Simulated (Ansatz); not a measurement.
Rock-salt NaH, treated with rVV10 in Ansatz (plane waves, PAW).

Input file:

Ansatz 0.2 input:
```yaml
crystal:
  lattice:
    - [0.0, 2.3912876437, 2.3912876437]
    - [2.3912876437, 0.0, 2.3912876437]
    - [2.3912876437, 2.3912876437, 0.0]
  atoms:
    - { symbol: Na, position: [0.0, 0.0, 0.0] }
    - { symbol: H, position: [0.5, 0.5, 0.5] }
basis:
  ecutwfc: 520
  ecutrho_ratio: 4
  xc_grid: 2
kpoints:
  mp_grid: { grid: [12, 12, 12] }
  band_path:
    path:
      - [0.0, 0.0, 0.0]
      - [0.038462, 0.0, 0.038462]
      - [0.076923, 0.0, 0.076923]
      - [0.115385, 0.0, 0.115385]
      - [0.153846, 0.0, 0.153846]
      - [0.192308, 0.0, 0.192308]
      - [0.230769, 0.0, 0.230769]
      - [0.269231, 0.0, 0.269231]
      - [0.307692, 0.0, 0.307692]
      - [0.346154, 0.0, 0.346154]
      - [0.384615, 0.0, 0.384615]
      - [0.423077, 0.0, 0.423077]
      - [0.461538, 0.0, 0.461538]
      - [0.5, 0.0, 0.5]
      - [0.53125, 0.0625, 0.53125]
      - [0.5625, 0.125, 0.5625]
      - [0.59375, 0.1875, 0.59375]
      - [0.625, 0.25, 0.625]
      - [0.375, 0.375, 0.75]
      - [0.348214, 0.348214, 0.696429]
      - [0.321429, 0.321429, 0.642857]
      - [0.294643, 0.294643, 0.589286]
      - [0.267857, 0.267857, 0.535714]
      - [0.241071, 0.241071, 0.482143]
      - [0.214286, 0.214286, 0.428571]
      - [0.1875, 0.1875, 0.375]
      - [0.160714, 0.160714, 0.321429]
      - [0.133929, 0.133929, 0.267857]
      - [0.107143, 0.107143, 0.214286]
      - [0.080357, 0.080357, 0.160714]
      - [0.053571, 0.053571, 0.107143]
      - [0.026786, 0.026786, 0.053571]
      - [0.045455, 0.045455, 0.045455]
      - [0.090909, 0.090909, 0.090909]
      - [0.136364, 0.136364, 0.136364]
      - [0.181818, 0.181818, 0.181818]
      - [0.227273, 0.227273, 0.227273]
      - [0.272727, 0.272727, 0.272727]
      - [0.318182, 0.318182, 0.318182]
      - [0.363636, 0.363636, 0.363636]
      - [0.409091, 0.409091, 0.409091]
      - [0.454545, 0.454545, 0.454545]
      - [0.5, 0.5, 0.5]
      - [0.5, 0.472222, 0.527778]
      - [0.5, 0.444444, 0.555556]
      - [0.5, 0.416667, 0.583333]
      - [0.5, 0.388889, 0.611111]
      - [0.5, 0.361111, 0.638889]
      - [0.5, 0.333333, 0.666667]
      - [0.5, 0.305556, 0.694444]
      - [0.5, 0.277778, 0.722222]
      - [0.5, 0.25, 0.75]
      - [0.5, 0.208333, 0.708333]
      - [0.5, 0.166667, 0.666667]
      - [0.5, 0.125, 0.625]
      - [0.5, 0.083333, 0.583333]
      - [0.5, 0.041667, 0.541667]
    npoints: 1
hamiltonian:
  xc: { exchange: rpw86, correlation: pbe }
  dispersion: rvv10
  pseudopotentials: { kind: paw }
scf:
  occupations: { method: fermi_dirac, width: 0.01 }
  convergence: { dr2_threshold: 0.0000000002 }
output:
  forces: true
  stress: true
  eigenvalues: true
  write_bands: true
```

Output (set-up and result lines):

```
Crystal: 2 atoms, lattice volume = 27.348 Å³
Basis set: ecut = 520 eV, 725 PW (Γ), exchange–correlation on 54×54×54 points (8 copies of the dense FFT grid, shifted against one another)
Bands: 9, of which v1, the nominal top of the filled ones, is band 5 counted from 1 (4 counted from 0)
Symmetry: 48 space group operations
Space group: Fm-3m (ITA 225), of the structure as read, at distance tolerance 3.0e-5 Å
k-points: 72 of 1728
Functional: x = rpw86, c = pbe(β = 0.06672455060314922) + rvv10(b = 6.3, C = 0.0093)
SCF iter   1: F=—  HF=-1510.779879 eV  |F-HF|=—  |Δ(HF+E_count)|=         —  Δρ=3.44e-3  dr2=1.57e-3
SCF iter   2: F=—  HF=-1510.780720 eV  |F-HF|=—  |Δ(HF+E_count)|=   8.41e-4  Δρ=1.04e-3  dr2=6.38e-5
  ...
SCF iter   5: F=—  HF=-1510.781241 eV  |F-HF|=—  |Δ(HF+E_count)|=   1.17e-6  Δρ=4.76e-6  dr2=4.76e-9
SCF iter   6: F=-1510.781241 eV  HF=-1510.781241 eV  |F-HF|=2.99e-10  |Δ(HF+E_count)|=   4.96e-9  Δρ=4.45e-7  dr2=1.39e-11
SCF 1 converged in 6 iterations: F = -1510.781241 eV  dr2 = 1.39e-11
SCF converged after 6 iterations
Free energy (F): -1510.781241 eV
Internal energy: -1510.781241 eV  (E = F + TS)
E sigma→0 (E₀):  -1510.781241 eV
Fermi energy:    2.784661 eV
--- Stress (GPa, compression-positive) ---
       -0.000066       0.000000       0.000000
        0.000000      -0.000066       0.000000
        0.000000       0.000000      -0.000066
  P = ⅓ Tr σ = -0.0001 GPa (-0.001 kbar)
```

The PAW data were made under PBE.

It cost around 4 core-seconds (rough) of CPU time.

Ansatz is a program for electronic structure.
